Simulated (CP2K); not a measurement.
Worked example: self-consistent single point of a (001) slab of NaCl (cut from a parent of space group no. 225; 8 atoms in the cell) in CP2K.

Computed with PBEsol, GPW, DZVP-MOLOPT-SR-GTH basis, GTH-PBE potentials (GTH_POTENTIALS) run with CP2K 2026.2.

```xyz
8
Lattice="3.8664 0.0000 0.0000 -3.8664 3.8664 0.0000 0.0000 0.0000 20.3822" Properties=species:S:1:pos:R:3 pbc="T T T"
Cl    -1.9332     1.9332     8.7941
Cl     0.0000     0.0000     6.0000
Cl    -1.9332     1.9332    14.3822
Cl     0.0000     0.0000    11.5882
Na     0.0000     0.0000     8.7941
Na    -1.9332     1.9332     6.0000
Na     0.0000     0.0000    14.3822
Na    -1.9332     1.9332    11.5882
```

Reference input (self-consistent single point, DFT PBE, GPW, DZVP-MOLOPT-SR-GTH basis, GTH-PBE potentials (GTH_POTENTIALS)): CUTOFF = 950 Ry; REL_CUTOFF = 50 Ry; SMEAR/METHOD = FERMI_DIRAC; ELECTRONIC_TEMPERATURE = 1160.45 K; KPOINTS/SCHEME = MONKHORST-PACK 6 6 1; GAMMA_CENTERED = T; XC_FUNCTIONAL = PBE; Cl/BASIS_SET = DZVP-MOLOPT-SR-GTH; Cl/POTENTIAL = GTH-PBE-q7; Na/BASIS_SET = DZVP-MOLOPT-SR-GTH; Na/POTENTIAL = GTH-PBE-q9; METHOD = GPW. This run's input differs from it in these lines:

```diff
@@ -44,3 +44,6 @@
     &XC
-      &XC_FUNCTIONAL PBE
+      &XC_FUNCTIONAL
+        &PBE
+          PARAMETRIZATION PBESOL
+        &END PBE
       &END XC_FUNCTIONAL
```

Output, abridged:

```
 SCF WAVEFUNCTION OPTIMIZATION

  Step     Update method      Time    Convergence         Total energy    Change
     1 NoMix/Diag. 0.30E+00      -     0.95666965      -250.9912889374 -2.51E+02
     2 Broy./Diag. 0.30E+00      -     0.02637550      -248.6771463294  2.31E+00
     3 Broy./Diag. 0.30E+00      -     0.05431700      -250.2169762089 -1.54E+00
     4 Broy./Diag. 0.30E+00      -     0.00542356      -251.0074063529 -7.90E-01
     5 Broy./Diag. 0.30E+00      -     0.00656832      -250.9967202845  1.07E-02
     6 Broy./Diag. 0.30E+00      -     0.00407355      -250.9853320689  1.14E-02
   [... 15 lines left out ...]
    22 Broy./Diag. 0.30E+00      -     0.00000905      -251.0018691214  4.87E-05
    23 Broy./Diag. 0.30E+00      -     0.00000793      -251.0018504022  1.87E-05
    24 Broy./Diag. 0.30E+00      -     0.00000210      -251.0018695737 -1.92E-05
    25 Broy./Diag. 0.30E+00      -     0.00000080      -251.0018797947 -1.02E-05
  *** SCF run converged in    25 steps ***

  Overlap energy of the core charge distribution:               0.00000000000000
  Self energy of the core charge distribution:               -642.62569638244440
  Core Hamiltonian energy:                                    168.27413121059982
  Hartree energy:                                             263.30901459360888
  Exchange-correlation energy:                                -39.95932921641266
  Electronic entropic energy:                                  -0.00000000000319
  Fermi energy:                                                -0.00196425946459

  Total energy:                                              -251.00187979465156
  Total energy (extrapolated to T->0):                       -251.00187979464997

                     Mulliken Population Analysis

   [... lines left out ...]

 STRESS| Analytical stress tensor [bar]
 STRESS|                        x                   y                   z
 STRESS|      x        9.59427554522E+03  -5.42040454514E+01  -1.51726618257E-10
 STRESS|      y       -5.42040454514E+01   9.38109558525E+03   1.36648120837E-09
 STRESS|      z       -1.51726618257E-10   1.36648120837E-09   4.26061937845E+03
 STRESS| 1/3 Trace                                             7.74533016964E+03
```

The run converged in 25 iterations. Against the reference run the largest force goes from 0.344 to 0.185 eV/Å and the gap on the mesh goes from 5.144 to 5.080 eV.

The starting cell comes from a database of computed structures (which also holds hypothetical and non-ambient phases and stackings), without a prior relaxation at this level. The slab is cut from that crystal, and its faces are unrelaxed. Its lattice was rescaled in the plane by a random factor within 2.5 % of one. Spin polarisation is off, though cut faces can carry moments; a gap of a slab can lie between surface states. Values carry the incompleteness of an atom-centred basis. The potentials were made for another functional than the one used.

Cost on one core of a shared machine: roughly 2 min.
